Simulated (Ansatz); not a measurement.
# ZnS under load (space group F-43m): band-edge transport data

Consider the following.

```
ZnS
1.0
    0.00000     2.62026     2.62026
    2.62026     0.00000     2.62026
    2.62026     2.62026     0.00000
Zn S
1 1
Cartesian
  0.00000   0.00000   0.00000
  1.31013   1.31013   1.31013
```

These are PBE with spin-orbit coupling, rigid bands (plane waves, PAW; Ansatz, a program for electronic structure) values and carry that method's errors. Condition of this run: hydrostatic pressure of 6 GPa (compression positive) (the target of the relaxation). Geometry: cell and atoms relaxed with PBEsol, then loaded as said.

```json
{
  "band_gap": "2.50 eV",
  "electron conductivity mass (300 K, dilute)": "0.20 mₑ",
  "hole conductivity mass (300 K, dilute)": "0.79 mₑ",
  "effective density of states N_c (300 K)": "2.3e18 cm⁻³",
  "effective density of states N_v (300 K)": "4.7e19 cm⁻³",
  "density_of_states_mass_electrons": "0.20 mₑ",
  "density_of_states_mass_holes": "1.52 mₑ",
  "Seebeck coefficient, n-type 1e19 cm⁻³, 300 K": "-115 μV/K",
  "Seebeck coefficient, p-type 1e19 cm⁻³, 300 K": "378 μV/K",
  "best p-type power factor at 300 K for τ = 10 fs (best axis; densities from 1e16 to 1e21 cm⁻³ tried, whether or not they can be reached)": "16.8 μW/(cm·K²) at 3e20 cm⁻³"
}
```

Rigid bands; masses and Seebeck coefficients take one relaxation time τ for all states and one kind of carrier; polarons and phonon drag are left out. Geometry: cell and atoms relaxed with PBEsol.
